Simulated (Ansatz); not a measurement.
System: zinc-blende KF (model structure). Method: r²SCAN+rVV10 in Ansatz (plane waves, PAW).

Numerical settings: plane-wave cutoff 500 eV, 10×10×10 k mesh, gaussian smearing 0.02 eV, scalar-relativistic PAW data made under PBE.

Cell (relaxed at this level):

```cif
data_FK
_chemical_formula_sum 'K1 F1'
_space_group_name_H-M_alt 'P 1'
_space_group_IT_number 1
_cell_length_a 4.12853
_cell_length_b 4.12853
_cell_length_c 4.12853
_cell_angle_alpha 60.000
_cell_angle_beta 60.000
_cell_angle_gamma 60.000
loop_
_space_group_symop_operation_xyz
  'x, y, z'
loop_
_atom_site_label
_atom_site_type_symbol
_atom_site_fract_x
_atom_site_fract_y
_atom_site_fract_z
_atom_site_occupancy
K1 K 0.00000 0.00000 0.00000 1
F1 F 0.25000 0.25000 0.25000 1
```

Problem. What does this level give for the band gap?

Solution. 
- band gap: 5.65 eV (on the SCF k mesh)

Note: the relaxation could raise the start's symmetry but not lower it, so the cell can be a saddle point.

Computed values are for the static lattice.

Computing time: about 50 core-seconds (a rough figure).

A model structure was made by putting elements into a prototype or built by hand; it is no filed structure, need not be a known phase, and can be a saddle point held by its symmetry.

Ansatz is a program for electronic structure.
